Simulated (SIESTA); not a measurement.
Input and output of a relaxation of cell and atoms for SrHI (P1, 6 atoms in the cell) (SIESTA).

Method: LDA PW92, numerical atomic orbitals DZP, PseudoDojo LDA standard norm-conserving potentials (rewritten from UPF to PSML) (SIESTA).

```xyz
6
Lattice="4.2896 0.0000 0.0000 0.0000 4.2896 0.0000 0.0000 0.0000 9.0978" Properties=species:S:1:pos:R:3 pbc="T T T"
Sr    -0.0209     2.1306     1.2890
Sr     2.1410    -0.0004     7.7710
H      2.1842     2.1380     0.0058
H     -0.0178     0.0101     0.0099
I     -0.0016     2.1477     6.2325
I      2.1495     0.0084     2.8874
```

Reference input (self-consistent single point, DFT, LDA PW92, numerical atomic orbitals DZP, PseudoDojo LDA standard norm-conserving potentials (rewritten from UPF to PSML)): XC.functional = LDA; XC.authors = PW92; potentials = PseudoDojo LDA standard; PAO.BasisSize = DZP; PAO.EnergyShift = 0.01 Ry; MeshCutoff = 350 Ry; kgrid.MonkhorstPack = 4 4 2; OccupationFunction = FD; ElectronicTemperature = 10 K; MaxSCFIterations = 150; SCF.Mixer.Method = Pulay; SCF.Mixer.Weight = 0.25. This run's input differs from it in these lines:

```diff
@@ -46,2 +46,7 @@
 Diag.ParallelOverK           true
+MD.TypeOfRun                 CG
+MD.Steps                     40
+MD.MaxForceTol               0.02 eV/Ang
+MD.VariableCell              true
+MD.MaxStressTol              0.05 GPa
 WriteForces                  true
```

Output (repeated stretches shortened):

```
        iscf     Eharris(eV)        E_KS(eV)     FreeEng(eV)     dDmax    Ef(eV) dHmax(eV)
   scf:    1    -2603.608444    -2606.385016    -2606.385016  1.878127 -4.237840  5.099326
   scf:    2    -2607.625135    -2607.046695    -2607.046695  0.139341 -4.685439  2.721562
   scf:    3    -2607.640808    -2607.383550    -2607.383550  0.175399 -5.320174  0.710069
   scf:    4    -2607.417798    -2607.404435    -2607.404435  0.057404 -2.383891  0.128134
   scf:    5    -2607.405556    -2607.405098    -2607.405098  0.004543 -2.438653  0.019647
   scf:    6    -2607.405126    -2607.405123    -2607.405123  0.002367 -2.444004  0.009972
   scf:    7    -2607.405130    -2607.405129    -2607.405129  0.000591 -2.447369  0.001737
   scf:    8    -2607.405130    -2607.405130    -2607.405130  0.000134 -2.447096  0.000785
   scf:    9    -2607.405130    -2607.405130    -2607.405130  0.000073 -2.447225  0.000301
SCF Convergence by DM+H criterion
max |DM_out - DM_in|         :     0.0000728434
max |H_out - H_in|      (eV) :     0.0003011627
SCF cycle converged after 9 iterations

Using DM_out to compute the final energy and forces

siesta: E_KS(eV) =            -2607.4051

siesta: E_KS - E_eggbox =     -2607.4051

siesta: Atomic forces (eV/Ang):
     1    0.211286    0.113156    0.398461
     2   -0.017356   -0.012946   -0.142756
     3   -0.215293    0.022216   -0.089386
     4    0.061998   -0.078493   -0.090850
     5    0.006045   -0.004432   -0.138502
     6   -0.046980   -0.039892    0.062469
   Tot   -0.000301   -0.000390   -0.000564
   Max    0.398461
   Res    0.136849    sqrt( Sum f_i^2 / 3N )
   Max    0.398461    constrained

   [... lines left out ...]
siesta: Pressure (static):        -11.37771224  kBar
siesta: Pressure (total):        -11.37771224  kBar
No target stress found, assuming hydrostatic MD.TargetPressure.
Target stress (kBar)
outcell: Cell volume (Ang**3)        :    146.5740
        iscf     Eharris(eV)        E_KS(eV)     FreeEng(eV)     dDmax    Ef(eV) dHmax(eV)
siesta: Pressure (static):         -0.24853701  kBar
siesta: Pressure (total):         -0.24853701  kBar
outcell: Cell volume (Ang**3)        :    146.5740
siesta: FreeEng =     -2607.660927
   [... lines left out ...]
siesta:     0.000224   -0.000001   -0.000120
siesta:    -0.000001    0.000248   -0.000025
siesta:    -0.000120   -0.000025   -0.000007

siesta: Cell volume =        146.574039 Ang**3

siesta: Pressure (static):
siesta:                Solid            Molecule  Units
siesta:          -0.00000169         -0.00000156  Ry/Bohr**3
siesta:          -0.00015512         -0.00014340  eV/Ang**3
siesta:          -0.24853701         -0.22975256  kBar
```

The run converged. 

Summary of the result:
- Free energy E − TS = -2607.6609 eV
- Top of the valence band (on the code's own zero) = -5.46 eV
- Gap on the k-point mesh = 3.15 eV
- Pressure = -0.02 GPa
- Largest force (vector length) = 0.006 eV/Å
- Final cell = a = 4.3885 Å, b = 4.3888 Å, c = 7.6103 Å, α = 90.01°, β = 90.03°, γ = 90.00°
- Final volume per atom = 24.43 Å³
- Relaxation steps = 24

The starting cell comes from a database of computed structures (which also holds hypothetical and non-ambient phases and stackings), without a prior relaxation at this level. Its atoms were displaced at random from the sites of space group no. 129. Spin-orbit coupling is off. Values carry the incompleteness of an atom-centred basis. The basis of the alkali or alkaline-earth atoms may lack their empty d shell, which can raise the gap.

Cost on one core of a shared machine: roughly 7 min.
